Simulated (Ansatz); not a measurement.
CsCl-type AgZn

Calculation: r²SCAN (plane waves, PAW; Ansatz, an electronic-structure program).

Settings: plane-wave cutoff 500 eV, 18×18×18 k mesh, Fermi–Dirac smearing 0.1 eV, no spin polarisation, scalar-relativistic PAW data made under PBE.

Cell (relaxed at this level):

AgZn has the cubic space group Pm-3m (No. 221), the CsCl type structure, Pearson symbol cP2. Lattice parameters: a = b = c = 3.1412 Å, α = β = γ = 90.00°. Ag on 1a is surrounded by 8 Zn at 2.720 Å and 6 Ag at 3.141 Å. Zn on 1b sees 8 Ag at 2.720 Å and 6 Zn at 3.141 Å. (Neighbours: up to the widest gap in distance over summed covalent radii, below 1.35, at either atom.)

For CsCl-type AgZn, the band gap is zero (no gap).

Spin–orbit coupling is not included.

Static lattice: no zero-point or thermal effects.

Cost on a shared machine: around 30 core-seconds (rough).
